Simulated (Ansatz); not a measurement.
# PBE against r2SCAN: hypothetical R-3m LuCuSe2, isotropic strain −0.88 %

Take LuCuSe$_{2}$ (space group R-3m, No. 166; a = 3.995 Å, c = 18.405 Å (hexagonal axes); a hypothetical phase, not in the database extracts checked) as the base.

(Cell as relaxed with PBE.)

Levels (all Ansatz, a first-principles code, PAW): PBE (420 eV, without spin-orbit coupling); r2SCAN (500 eV, no spin-orbit coupling).

Each level relaxes its own structure.

```tsv
base	PBE	r2SCAN
volume per atom	21.20 Å³	20.88 Å³
lattice parameter a	399.5 pm	396.7 pm
band gap	1.04 eV	1.28 eV
```

It is then changed as follows: an isotropic linear strain of −0.88 %, atoms relaxed at fixed cell.

```tsv
quantity	PBE	r2SCAN
band gap	0.97 eV	…
shift of the gap caused by the change	-0.07 eV	…
pressure (mean of the normal stresses, compression positive)	19.2 kbar	…
smallest direct gap	1.55 eV	…
energy relative to the base (free energy F)	+3.2 meV/atom	…
```

### Question
Given the PBE results, estimate those of r2SCAN.

### Answer

- band gap, r2SCAN: 1.20 eV
- shift of the gap caused by the change, r2SCAN: -0.08 eV
- pressure (mean of the normal stresses, compression positive), r2SCAN: 20.9 kbar
- smallest direct gap, r2SCAN: 1.74 eV
- energy relative to the base (free energy F), r2SCAN: +3.5 meV/atom

PBE's band gap lies 0.23 eV below r2SCAN's; PBE's pressure lies 1.7 kbar below r2SCAN's; PBE's smallest direct gap lies 0.19 eV below r2SCAN's. Neither level is exact; r2SCAN is the comparison here, not a measurement.

Stability against distortions was not tested. All final runs are without spin polarisation.
